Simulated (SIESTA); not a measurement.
A self-consistent single point of Zr2Al (I4/mcm, 6 atoms in the cell) with SIESTA.

Method of the run: LDA PW92, numerical atomic orbitals DZP, PseudoDojo LDA standard norm-conserving potentials (rewritten from UPF to PSML) (SIESTA 5.4.2).

```
Zr2Al
1.0
   -3.40325     3.40325     2.67265
    3.40325    -3.40325     2.67265
    3.40325     3.40325    -2.67265
Zr Al
4 2
Direct
  0.34860   0.15140   0.50000
  0.65140   0.84860   0.50000
  0.15140   0.65140   0.80280
  0.84860   0.34860   0.19720
  0.25000   0.25000   0.00000
  0.75000   0.75000   0.00000
```

Reference input (self-consistent single point, DFT, GGA PBEsol, numerical atomic orbitals DZP, PseudoDojo PBEsol standard norm-conserving potentials (rewritten from UPF to PSML)): XC.functional = GGA; XC.authors = PBEsol; potentials = PseudoDojo PBEsol standard; PAO.BasisSize = DZP; PAO.EnergyShift = 0.01 Ry; MeshCutoff = 400 Ry; kgrid.MonkhorstPack = 5 5 5; OccupationFunction = MP; OccupationMPOrder = 0; ElectronicTemperature = 0.1 eV; MaxSCFIterations = 150; SCF.Mixer.Method = Broyden. This run's input differs from it in these lines:

```diff
@@ -1,2 +1,2 @@
-# files in the folder: Zr.psml Al.psml (PseudoDojo PBEsol standard)
+# files in the folder: Zr.psml Al.psml (PseudoDojo LDA standard)
 SystemName  Zr2Al
@@ -26,4 +26,4 @@
 
-XC.functional                GGA
-XC.authors                   PBEsol
+XC.functional                LDA
+XC.authors                   PW92
 PAO.BasisSize                DZP
```

The program printed (abridged):

```
        iscf     Eharris(eV)        E_KS(eV)     FreeEng(eV)     dDmax    Ef(eV) dHmax(eV)
   scf:    1    -5611.656916    -5641.380141    -5641.410030  1.706140 -5.519829  4.785563
   scf:    2    -5645.242945    -5643.658350    -5643.691571  0.076795 -5.688809  2.555011
   scf:    3    -5644.649002    -5644.260260    -5644.294941  0.065847 -5.833977  0.871627
   scf:    4    -5644.446208    -5644.378506    -5644.414943  0.046219 -5.920482  0.066440
   scf:    5    -5644.382756    -5644.381318    -5644.417725  0.009696 -5.933162  0.027432
   scf:    6    -5644.381578    -5644.381485    -5644.417863  0.001438 -5.929988  0.010530
   scf:    7    -5644.381570    -5644.381529    -5644.417886  0.001099 -5.930998  0.005581
   scf:    8    -5644.381563    -5644.381546    -5644.417892  0.000809 -5.931799  0.001024
   scf:    9    -5644.381550    -5644.381549    -5644.417893  0.000212 -5.931956  0.000508
   scf:   10    -5644.381547    -5644.381548    -5644.417893  0.000083 -5.932054  0.000213
SCF Convergence by DM+H criterion
max |DM_out - DM_in|         :     0.0000827386
max |H_out - H_in|      (eV) :     0.0002125851
SCF cycle converged after 10 iterations

Using DM_out to compute the final energy and forces

siesta: E_KS(eV) =            -5644.3815

siesta: E_KS - E_eggbox =     -5644.3815

siesta: Atomic forces (eV/Ang):
     1   -0.005170    0.005170    0.000000
     2    0.005170   -0.005170    0.000000
     3   -0.006555   -0.006555    0.001773
     4    0.006555    0.006555   -0.001773
     5    0.000064   -0.000064    0.000000
     6   -0.000064    0.000064   -0.000000
   Tot    0.000000   -0.000000    0.000000
   Max    0.006555
   Res    0.003980    sqrt( Sum f_i^2 / 3N )
   Max    0.006555    constrained

   [... lines left out ...]
siesta: FreeEng =     -5644.417893
   [... lines left out ...]
siesta:     0.032666    0.000061   -0.000038
siesta:     0.000061    0.032666   -0.000038
siesta:    -0.000038   -0.000038    0.030471

siesta: Cell volume =        123.819632 Ang**3

siesta: Pressure (static):
siesta:                Solid            Molecule  Units
siesta:          -0.00034781         -0.00034728  Ry/Bohr**3
siesta:          -0.03193436         -0.03188623  eV/Ang**3
siesta:         -51.16448550        -51.08737028  kBar
```

The run converged in 10 iterations. Against the reference run the pressure goes from -2.23 to -5.12 GPa and the largest force hardly changes (0.013 to 0.009 eV/Å).

The starting cell comes from a database of computed structures (which also holds hypothetical and non-ambient phases and stackings), without a prior relaxation at this level. Its lattice was rescaled by a random factor within 2.5 % of one. Values carry the incompleteness of an atom-centred basis. With a pressure of about -5 GPa the cell is away from its equilibrium volume at this level.

Cost on one core of a shared machine: roughly 40 s.
